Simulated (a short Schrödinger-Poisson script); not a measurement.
System: MOS inversion layer, Al2O3 on p-type Si(100), at 400 K.

From the gate side: 2.3 nm Al2O3; 210 nm Si, acceptors 4.1e18 cm⁻³.

The device is made up for the run: typed textbook-type constants, with dimensions and the other settings drawn at random. Al2O3: permittivity 9, conduction-band edge (eV) 2.7, gap (eV) 6.8, electron mass (mₑ) 0.3. Si: permittivity 11.7, conduction-band edge (eV) 0, gap (eV) 1.124, Nv at 300 K (cm⁻³) 3.1e19.

Channel valleys (confinement mass, in-plane density-of-states mass, number): Δ2 0.916, 0.19, 2; Δ4 0.19, 0.417, 4. At the gate the conduction-band edge of layer 1 lies 2.77 eV − eVg above the Fermi level of the channel; the field vanishes at the back. Gaps are held at their typed values at every temperature. Mesh 0.03 nm at interfaces.

Solved with a short Schrödinger-Poisson script written for these runs: 1D Poisson equation in equilibrium, electrons quantum, Hartree (BenDaniel-Duke, 12 states a valley, the channel's in-plane mass for all, wave functions free to enter the dielectric), parabolic valleys, classical holes, full ionisation, no traps, pinning or gate leakage.

```
Vg (V)  electrons (cm⁻²)  C (μF/cm²)  Δ2 E0 (meV from the Fermi level)  Δ4 E0 (meV from the Fermi level)
------  ----------------  ----------  --------------------------------  --------------------------------
0.25              1.15e9       0.533                             302.5                             392.2
0.3               3.57e9       0.529                             262.9                             354.1
0.35             1.11e10       0.541                             223.4                             316.0
0.4              3.41e10       0.597                             184.3                             278.3
0.45             9.92e10       0.754                             147.0                             242.4
0.5              2.56e11        1.06                             113.8                             210.5
0.55             5.47e11        1.42                              86.7                             184.7
0.6              9.72e11        1.73                              65.7                             165.1
0.65             1.50e12        1.96                              49.3                             150.2
0.7              2.10e12        2.11                              36.2                             138.5
0.75             2.75e12        2.22                              25.2                             129.0
0.8              3.44e12        2.30                              15.8                             121.0
0.85             4.15e12        2.37                               7.5                             114.1
0.9              4.88e12        2.42                               0.0                             108.0
0.95             5.63e12        2.46                              -6.8                             102.6
1                6.39e12        2.49                             -13.1                              97.6
1.05             7.17e12        2.52                             -19.0                              93.1
1.1              7.95e12        2.55                             -24.6                              88.9
```

Gate voltages with under 1e9 electrons/cm² are left out.

Problem. At Vg = 1.1 V the lowest Δ2 subband lies at -24.6 meV from the Fermi level. How many electrons does it hold, and what share of all?

Solution. The two-dimensional density of states is g m/(πħ²) = 1.59e11 cm⁻² meV⁻¹ (both spins), kT = 34.5 meV, so n = D kT ln(1 + exp(−E/kT)) = 6.09e12 cm⁻², 0.77 of the 7.95e12 cm⁻² in all.

Problem. Compare the slope of the sheet density between 1 and 1.1 V with the geometric capacitance of the layers between gate and channel.

Solution. q Δn/ΔV = 2.50 μF/cm²; ε0/Σ(t/ε) = 3.46 μF/cm². The ratio is 0.72: the channel acts as a further capacitance in series.
